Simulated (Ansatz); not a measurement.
System: interstitial Li in hexagonal La2O3 (charge state +1). Computed with PBE, PAW (plane waves to 420 eV; Ansatz, a first-principles code).

Cell of 90 host sites held at the relaxed PBE lattice; the Γ point alone; Fermi-Dirac width 0.01 eV, spin-restricted; finite-size errors left in. Energies are static. Spin-orbit coupling is left out. The charge state is imposed; whether it is stable for some Fermi level was not computed. Sites that were not tried may lie lower. The start lies 0.57 eV above the lowest site run (PBE).

Barriers: single points on a 2×2×2 k-point mesh shifted by half a step along c at the bands' geometries.

The step: Li moves alone to another site. Atoms about the jump, Cartesian Å from the middle of the jump, before and after:

| atom | x0 | y0 | z0 | x1 | y1 | z1 |
|---|---|---|---|---|---|---|
| Li1 | -0.98 | 0.57 | -0.52 | 0.98 | -0.57 | 0.52 |
| O2 | 0.70 | 1.54 | -0.01 | 0.98 | 1.37 | 0.01 |
| O3 | -0.98 | -1.37 | -0.02 | -0.70 | -1.54 | 0.02 |
| O4 | -0.98 | 0.56 | -2.32 | -1.01 | 0.57 | -2.35 |
| O5 | 1.01 | -0.59 | 2.35 | 0.98 | -0.57 | 2.32 |
| La6 | -0.98 | 0.56 | 1.89 | -1.07 | 0.61 | 1.61 |
| La7 | 1.07 | -0.62 | -1.61 | 0.98 | -0.58 | -1.89 |
| O8 | -2.66 | 1.54 | -0.02 | -2.88 | 1.66 | -0.02 |
| O9 | 2.88 | -1.67 | 0.01 | 2.66 | -1.54 | 0.02 |
| La10 | -0.98 | 2.93 | -1.61 | -1.01 | 2.81 | -1.56 |
| La11 | 2.94 | 0.53 | 1.56 | 3.03 | 0.61 | 1.61 |
| La12 | -3.03 | -0.62 | -1.61 | -2.94 | -0.54 | -1.56 |
| La13 | 1.01 | -2.82 | 1.56 | 0.98 | -2.94 | 1.61 |

Task: Where do these atoms stand at the saddle point, and how high is it?

Result: 
```
atom      x      y      z
----  -----  -----  -----
Li1    0.03   0.05  -0.01
O2     0.97   1.68   0.00
O3    -0.91  -1.62  -0.02
O4    -0.79   0.47  -2.19
O5     0.81  -0.46   2.18
La6   -1.26   0.71   1.89
La7    1.25  -0.75  -1.90
O8    -2.81   1.61   0.05
O9     2.82  -1.63  -0.07
La10  -0.94   2.78  -1.52
La11   2.88   0.57   1.51
La12  -2.85  -0.56  -1.52
La13   0.95  -2.76   1.50
```
It lies 0.63 eV above the start and 0.63 eV above the end. The saddle point's order was not checked, and it lies on a symmetry element of the cell, where a band can be held. Symmetry-equivalent saddle points exist between the same ends.
